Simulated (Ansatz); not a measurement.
**BAs (model structure, started from the BN type, Pm-3n, No. 223, 12 atoms in the cell): properties by level of theory**

| level (code) | lattice constant a (Å) | cohesive energy (eV/atom) |
|---|---|---|
| LDA (Ansatz) | (withheld) | 5.30 |
| PBE (Ansatz) | 5.922 | (withheld) |
| PBE-D3(BJ) (Ansatz) | 5.874 | (withheld) |

Problem. Complete the blanks.

Solution. 
- LDA (Ansatz, a program for electronic structure), lattice constant a (Å): 5.829
- PBE (Ansatz), cohesive energy (eV/atom): 4.38
- PBE-D3(BJ) (Ansatz), cohesive energy (eV/atom): 4.63

Ansatz's density-functional and Hartree–Fock values are scalar-relativistic unless marked +SOC, with PAW data made under PBE.

Free atoms are spin-polarised, in the lowest state found; at levels without +SOC their spin–orbit coupling is left out.

A model structure was made by putting elements into a prototype or built by hand; it is no filed structure, need not be a known phase, and can be a saddle point held by its symmetry.
